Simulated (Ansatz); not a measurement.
Response to strain in AlN

Consider AlN in the wurtzite structure (space group P6_3mc, No. 186; a = 3.1138 Å, c = 4.9833 Å).

Strains are applied to the cell and any free atomic positions relax.

The values are results of plane-wave PAW DFT at the PBEsol level (Ansatz, a program for electronic structure, 420 eV), no spin-orbit coupling, not measurements.

Notes on the quantities. energy relative to the base: free energy F; pressure: mean of the normal stresses, compression positive.

```json
[
 {"variant": "base", "energy relative to the base": "0 meV/atom", "band gap": "4.09 eV", "shortest interatomic distance": "3.574 bohr", "pressure": "0.01 GPa"},
 {"variant": "isotropic strain +0.60 %", "energy relative to the base": "+2.1 meV/atom", "band gap": "3.94 eV", "shortest interatomic distance": "3.596 bohr", "pressure": "-3.48 GPa"},
 {"variant": "isotropic strain +1.20 %", "energy relative to the base": "+8.2 meV/atom", "band gap": "3.79 eV", "shortest interatomic distance": "3.618 bohr", "pressure": "-6.70 GPa"},
 {"variant": "isotropic strain +1.80 %", "energy relative to the base": "+18 meV/atom", "band gap": "3.64 eV", "shortest interatomic distance": "3.640 bohr", "pressure": "-9.69 GPa"},
 {"variant": "isotropic strain +2.40 %", "energy relative to the base": "+32 meV/atom", "band gap": "3.50 eV", "shortest interatomic distance": "3.662 bohr", "pressure": "-12.44 GPa"},
 {"variant": "isotropic strain +3.00 %", "energy relative to the base": "(withheld)", "band gap": "(withheld)", "shortest interatomic distance": "3.684 bohr", "pressure": "(withheld)"}
]
```

Complete the table.


- isotropic strain +3.00 %, energy relative to the base: +49 meV/atom
- isotropic strain +3.00 %, band gap: 3.36 eV
- isotropic strain +3.00 %, pressure: -14.98 GPa

Stability against distortions was not tested.
